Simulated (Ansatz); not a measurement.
Take Ta in the bcc (W type) structure (space group Im-3m, No. 229; relaxed with 0.1 eV smearing) as the base.

```yaml
crystal:
  lattice:
    - [-1.65304, 1.65304, 1.65304]
    - [1.65304, -1.65304, 1.65304]
    - [1.65304, 1.65304, -1.65304]
  atoms:
    - { symbol: Ta, position: [0.00000, 0.00000, 0.00000] }
```

Cartesian axes are those of the cell as printed.

Method: r2SCAN in Ansatz (plane waves to 500 eV, PAW, without spin-orbit coupling).

For the base:

The pressure is 0.0 GPa and the shortest interatomic distance is 2.863 Å.

One thing is altered: the cell is stretched by 2.50 % along z with no lateral relaxation, atoms relaxed at fixed cell.

Task: Estimate the effect on the pressure, energy relative to the base and shortest interatomic distance.

Result: The pressure (mean of the normal stresses, compression positive) goes from zero to -4.7 GPa; the energy increases by 9.2 meV/atom; the shortest interatomic distance increases by 0.024 Å, from 2.863 Å to 2.887 Å.

The cells carry an imposed strain or load. Whether these cells are dynamically stable was not tested. All final runs are without spin polarisation.

Ansatz is an electronic-structure program.
